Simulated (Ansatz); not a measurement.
What C → Pt does to C

Start from C in the diamond structure (space group Fd-3m, No. 227; a = 3.554 Å).

One thing is altered: Pt takes the place of C on all its sites; the structure is relaxed again.

All numbers come from plane-wave PAW DFT at the PBEsol level (Ansatz, an electronic-structure program, 420 eV), without spin-orbit coupling, earlier PAW set. Settings: 14×14×14 k-points, 0.05 eV Fermi–Dirac smearing, for the changed cell.

```json
[
 {"quantity": "density", "base": "3.56 g/cm³", "changed": "14.08 g/cm³", "shift": "+10.528 g/cm³"},
 {"quantity": "lattice parameter a", "base": "3.554 Å", "changed": "5.688 Å", "shift": "+2.134 Å"},
 {"quantity": "space group", "base": "Fd-3m (No. 227)", "changed": "Fd-3m (No. 227)", "shift": "–"},
 {"quantity": "shortest interatomic distance", "base": "1.539 Å", "changed": "2.463 Å", "shift": "+0.924 Å"},
 {"quantity": "band gap", "base": "4.04 eV", "changed": "zero", "shift": "–"}
]
```

No phonon test of stability was made. As relaxed here, Pt is a hypothetical phase, not in the database extracts checked. All final runs are without spin polarisation. Pt lies near a magnetic instability that expansion can trigger; it was not tested. Pt has a high density of states at the Fermi level and may be magnetic at this level.
